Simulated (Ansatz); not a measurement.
Take PbO (space group P4/nmm, No. 129; a = 3.9696 Å, c = 4.7054 Å) as the base. Axes: x, y, z lie along a, b, c of the conventional cell.

Computed with PBEsol-D3(BJ), PAW, 420 eV (Ansatz, a program for electronic structure; spin-orbit coupling left out).

Base values:

The smallest direct gap is 1.97 eV and the band gap is 0.90 eV.

Now apply this change: tensile biaxial strain of 1.20 % in the plane normal to [001], as in epitaxy on a mismatched substrate; the out-of-plane cell vector and the atoms relax.

Q: Estimate the effect on the smallest direct gap, band gap and out-of-plane strain.

A: The smallest direct gap increases by 0.04 eV, from 1.97 eV to 2.01 eV; the band gap grows by 0.10 eV, from 0.90 eV to 1.00 eV; the out-of-plane strain amounts to -1.95 %.

Spin-orbit coupling, missing from the scalar runs, can matter with Pb. Whether these cells are dynamically stable was not tested.
